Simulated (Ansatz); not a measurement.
The starting structures come from a database of crystals and need not be the phases stable at ambient conditions.

Inside the gap of an insulator the Bloch states are evanescent, with a wavenumber k + iκ along the transport direction.

Consider the following.

```
CELL_PARAMETERS angstrom
      3.94449     0.00000     0.00000
      0.00000     7.53069     0.00000
      0.00000     3.76534     3.76534
ATOMIC_POSITIONS crystal
  W  0.06518 0.50000 0.50000
  W  0.93482 0.00000 0.50000
  O  0.51082 0.50000 0.50000
  O  0.48918 0.00000 0.50000
  O  0.00000 0.75000 0.50000
  O  0.00000 0.75000 0.00000
  O  0.00000 0.25000 0.50000
  O  0.00000 0.25000 0.00000
```

Space group of this cell: P4/nmm. The cell is taken as given; by PBEsol its mean pressure is -1.6 GPa.

Transport runs along the normal of the first two printed cell vectors, the (110) plane of the conventional cell.

The gap is the functional's own, uncorrected, and κ follows it; spin-orbit coupling is left out. Mid-gap means the computed energy nearest the middle.

### Question
Predict the band gap and the smallest decay constant κ at mid-gap from PBEsol in Ansatz (an electronic-structure program).

### Answer
Gap 0.56 eV on a 8×8×8 mesh; κ = 0.101 1/Å, at the zone centre.
